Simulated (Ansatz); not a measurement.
Start from CdCu2GeSe4 (space group I-42m, No. 121).

```
CdCu2GeSe4
1.0
   -2.86511     2.86511     5.51206
    2.86511    -2.86511     5.51206
    2.86511     2.86511    -5.51206
Ge Cu Se Cd
1 2 4 1
Direct
  0.50000   0.50000   0.00000
  0.25000   0.75000   0.50000
  0.75000   0.25000   0.50000
  0.40420   0.40420   0.53438
  0.59580   0.13018   0.00000
  0.86982   0.86982   0.46562
  0.13018   0.59580   0.00000
  0.00000   0.00000   0.00000
```

Cartesian axes are those of the cell as printed.

The values are results of PBEsol (Ansatz, a first-principles code, PAW, scalar-relativistic without spin-orbit coupling), not measurements.

For the base:

The pressure comes out as 0.0 GPa. The shortest interatomic distance is 2.382 Å.

The change: the cell is stretched by 0.75 % along x with no lateral relaxation; the atoms relax in the strained cell.

Question: How does this affect the pressure, shortest interatomic distance and energy relative to the base?

Answer: The pressure (mean of the normal stresses, compression positive) goes from zero to -0.5 GPa; the shortest interatomic distance grows by 0.006 Å (2.382 Å → 2.388 Å); the energy goes up by 0.3 meV/atom.

Stability against distortions was not tested. The final runs are not spin-polarised. Gaps under 0.05 eV, about the width of the smearing, are given as zero.
